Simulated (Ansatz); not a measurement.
Habitual settings against a tight run: ScAu3 (P6_3/mmc, 8 atoms in the cell)

Self-consistent single point.

```
ScAu3
1.0
    5.79729     0.00000     0.00000
   -2.89864     5.02060     0.00000
    0.00000     0.00000     4.67795
Sc Au
2 6
Direct
  0.33333   0.66667   0.75000
  0.66667   0.33333   0.25000
  0.16715   0.33430   0.25000
  0.83285   0.66570   0.75000
  0.83285   0.16715   0.75000
  0.16715   0.83285   0.25000
  0.66570   0.83285   0.25000
  0.33430   0.16715   0.75000
```

Method of the run: LDA (PW92), default PAW files made with PBE (plane waves; Ansatz, a program for electronic structure).

Base settings: basis.ecutwfc = 30.9 Ry; kpoints.mp_grid.grid = 5 5 5; hamiltonian.xc = lda; hamiltonian.pseudopotentials = {kind: paw} (the program's default PAW files); scf.occupations.method = gaussian; scf.occupations.width = 0.0073 Ry.

Tight run (finer mesh or higher cutoff; not a proven limit): basis.ecutwfc: 30.9 Ry → 43.4 Ry; kpoints.mp_grid.grid: 5 5 5 → 7 7 7; scf.convergence.dr2_threshold: default (1e-07 eV) → 1e-09 eV. It gave Fermi level (on the code's own zero) 19.19 eV; pressure 0.35 GPa; largest force (vector length) 0.036 eV/Å.

Quick runs, as changes from the base:
- A: the base itself
- B: basis.ecutwfc: 30.9 Ry → 15.4 Ry; kpoints.mp_grid.grid: 5 5 5 → 2 2 2; scf.occupations.method: gaussian → methfessel_paxton; scf.occupations.width: 0.0073 Ry → 0.0367 Ry; scf.convergence.dr2_threshold: default (1e-07 eV) → 0.001 eV
- C: basis.ecutwfc: 30.9 Ry → 15.4 Ry; kpoints.mp_grid.grid: 5 5 5 → 4 4 4; hamiltonian.xc: lda → pbesol; scf.occupations.method: gaussian → fermi_dirac; scf.occupations.width: 0.0073 Ry → 0.01 Ry [PBEsol]

Energies are extrapolated to zero smearing width, which holds to low order in the width alone.

Dashes: energy of C, another energy zero.

† marks runs with another functional, U, potentials or spin treatment: their distance from the tight run is not a convergence error alone.

The count of work is k-points × plane waves × bands × iterations; it is no time. 

Pressures in the table are Ansatz's without its Pulay estimate, at a fixed set of plane waves; the tight run's value above holds the estimate.

The starting cell comes from a database of computed structures (which also holds hypothetical and non-ambient phases and stackings), without a prior relaxation at this level. Its lattice was rescaled by a random factor within 2.5 % of one.

```csv
run,energy less tight (meV/atom),pressure less tight (GPa),largest miss in a force vector (eV/Å),count of work / tight
A,0.2,-0.04,0.012,0.21
B,5671.4,-266.86,0.312,0.016
C†,–,-264.23,0.078,0.068
```

Among the runs at the tight run's level, the energy misses run from 0.2 to 5671.4 meV/atom.

Left out of this page: 2 runs of the series unsound by tests on forces, stress, charge or solver warnings; 1 run of the series outside the window shown, repeating another row's setting, or not comparable.

Keys are those of Ansatz 0.2.
